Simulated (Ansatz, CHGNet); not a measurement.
**Al2Cu (I4/mcm, No. 140, 6 atoms in the cell; start mp-998): lattice constant a by level of theory**

No measured value is used here.

```csv
level (code),value (Å)
CHGNet 0.3.0,5.947
LDA (Ansatz),5.939
PBE (Ansatz),6.057
PBEsol (Ansatz),5.999
PBE-D3(BJ) (Ansatz),?
r²SCAN+rVV10 (Ansatz),?
HSE06 (Ansatz),6.010
PBE0 (Ansatz),5.996
```

Task: Some entries are withheld; supply them.

Result: 
- PBE-D3(BJ) (Ansatz, a first-principles code), value (Å): 5.969
- r²SCAN+rVV10 (Ansatz), value (Å): 5.987

CHGNet 0.3.0, LDA, PBE, PBEsol, PBE-D3(BJ), r²SCAN+rVV10, HSE06, PBE0: the relaxation could not lower the start's symmetry, so the cell can be a saddle point above a distorted one. HSE06, PBE0: the run has no spin polarisation, so it can have missed a magnetic state. Cutoffs and k meshes differ between the levels. Ansatz's density-functional and Hartree–Fock values are scalar-relativistic unless marked +SOC, with PAW data made under PBE.

Machine-learned potentials (CHGNet 0.3.0) are trained on DFT data: a solid inside that data is no test of them.

A start named mp-… is a Materials Project structure, which need not be a measured phase.
